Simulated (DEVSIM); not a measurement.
abrupt Si n-p junction

System: abrupt Si n-p junction, at 300 K.

| layer (left to right) | material | thickness (μm) | Nd (cm⁻³) | Na (cm⁻³) | τn (s) | τp (s) |
|---|---|---|---|---|---|---|
| 1 | Si | 22.0 | 2.6e16 | - | 0.00038 | 0.00038 |
| 2 | Si | 52.0 | - | 7.3e14 | 0.00038 | 0.00038 |

Left contact: ohmic. Right contact: ohmic. Voltage is applied to the left contact. Recombination: SRH at mid-gap, radiative, Auger. Mobility is μmin + (μ − μmin)/(1 + (N/Nref)^α).

This is a model device: material constants are rounded textbook-type values typed into the input, and sizes, dopings and lifetimes were drawn at random. Values at 300 K.

| parameter | Si |
|---|---|
| gap (eV) | 1.124 |
| affinity (eV) | 4.05 |
| permittivity | 11.7 |
| Nc (cm⁻³) | 2.86e19 |
| Nv (cm⁻³) | 3.1e19 |
| μn (cm²/Vs) | 1417 |
| μp (cm²/Vs) | 470 |
| μn,min | 52 |
| μp,min | 45 |
| Nref,n | 9.7e16 |
| Nref,p | 2.2e17 |
| αn | 0.68 |
| αp | 0.72 |
| B (cm³/s) | 4.7e-15 |
| Cn (cm⁶/s) | 2.8e-31 |
| Cp (cm⁶/s) | 9.9e-32 |

Model (solved in DEVSIM): 1D drift-diffusion, Boltzmann statistics, complete ionisation; no tunnelling, impact ionisation, image-force lowering or self-heating.

```json
{
 "potential_step_across_the_device_at_zero_bias": "0.667 V",
 "largest_field_in_the_device_at_zero_bias": "13000 V/cm",
 "Dark forward voltage at 1 A/cm²": "0.593 V",
 "Dark forward voltage at 100 A/cm²": "0.936 V"
}
```

Small-signal capacitance in reverse bias (quasi-static):

```json
[
 {"V (V)": "0.2", "C (nF/cm²)": "8.56"},
 {"V (V)": "0.5", "C (nF/cm²)": "7.29"},
 {"V (V)": "1", "C (nF/cm²)": "6.05"},
 {"V (V)": "1.5", "C (nF/cm²)": "5.28"},
 {"V (V)": "2", "C (nF/cm²)": "4.75"},
 {"V (V)": "3", "C (nF/cm²)": "4.04"},
 {"V (V)": "4", "C (nF/cm²)": "3.57"},
 {"V (V)": "5", "C (nF/cm²)": "3.24"},
 {"V (V)": "6.5", "C (nF/cm²)": "2.88"},
 {"V (V)": "8", "C (nF/cm²)": "2.62"},
 {"V (V)": "10", "C (nF/cm²)": "2.36"}
]
```

Dark reverse current:

```csv
V (V),J (A/cm²)
0.20,2.4e-10
0.50,3.0e-10
1.00,3.8e-10
1.50,4.4e-10
2.00,4.9e-10
3.00,5.9e-10
4.00,6.6e-10
5.00,7.3e-10
6.50,8.3e-10
8.00,9.1e-10
10.00,1.0e-9
```
